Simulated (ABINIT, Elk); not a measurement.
An ABINIT input for a self-consistent single point of VN (Fm-3m, 2 atoms in the cell) (DFT, LDA (PW92), plane waves, norm-conserving pseudopotentials (PseudoDojo nc-sr-04 LDA standard)):

```
# VN, PseudoDojo nc-sr-04 LDA standard
pp_dirpath "./"
pseudos "V.upf, N.upf"
acell 2.9488502380 2.9488502380 2.9488502380 Angstrom
rprim
         0.0000000000    0.7071067812    0.7071067812
         0.7071067812    0.0000000000    0.7071067812
         0.7071067812    0.7071067812    0.0000000000
natom 2
ntypat 2
znucl 23 7
typat 1 2
xcart
         0.0000000000    0.0000000000    0.0000000000
         2.0851520000    2.0851520000    2.0851520000
      Angstrom
ecut 1143 eV
occopt 7
tsmear 0.00734986
nband 14
kptopt 1
ngkpt 11 11 11
nshiftk 1
shiftk 0 0 0
nstep 50
toldfe 1.0e-09
prtwf 0
prtden 0
```

### Question
Give the Elk input for the same structure, mesh, smearing and functional.

### Answer
This is the input that was run; spellings and numerical settings could be chosen otherwise.

```
tasks
  0

rmtscf
  0.88

stype
  0

swidth
  0.00734986

maxscl
  100

avec
    0.0000000000    3.9403662082    3.9403662082
    3.9403662082    0.0000000000    3.9403662082
    3.9403662082    3.9403662082    0.0000000000

sppath
  'species/'

atoms
  2
  'V.in'
  1
  0.0000000000  0.0000000000  0.0000000000    0.0 0.0 0.0
  'N.in'
  1
  0.5000000000  0.5000000000  0.5000000000    0.0 0.0 0.0

ngridk
  11 11 11
```

Basis, cutoffs, solver keys and any potentials are the target program's own. This input uses DFT, LDA (PW92), all-electron FP-LAPW, Elk's shipped species files, default APW+lo basis. LDA parametrisations can differ slightly between programs.

The starting cell comes from a database of computed structures (which also holds hypothetical and non-ambient phases and stackings), without a prior relaxation at this level. Its lattice was rescaled by a random factor within 2.5 % of one.
